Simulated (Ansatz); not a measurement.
InSe (P-6m2, No. 187; cell taken from a computed entry), treated with PBEsol (plane waves, PAW; Ansatz, a first-principles code).

Settings: plane-wave cutoff 520 eV, 12×12×2 k mesh (along the axes of the cell as run), Fermi–Dirac smearing 0.01 eV, scalar-relativistic PAW data made under PBE.

Cell (relaxed with PBEsol):

```
InSe
1.0
    4.00812     0.00000     0.00000
   -2.00406     3.47113     0.00000
    0.00000     0.00000    16.87124
In Se
4 4
Direct
  0.00000   0.00000   0.58227
  0.00000   0.00000   0.41773
  0.33333   0.66667   0.91774
  0.33333   0.66667   0.08226
  0.66667   0.33333   0.84203
  0.66667   0.33333   0.15797
  0.33333   0.66667   0.65797
  0.33333   0.66667   0.34203
```

Task: Estimate the band gap that the calculation returns.

Result: 
band gap: 0.37 eV

Note: the cell comes from a level without a dispersion term, which matters for the spacing of layers, chains or molecules; this cell isn't known to be the ambient phase, and symmetry holds it in the calculation; the cell has widely spaced layers and the level no dispersion term, so their spacing and the moduli can rest on weak binding.

Spin–orbit coupling is not included.
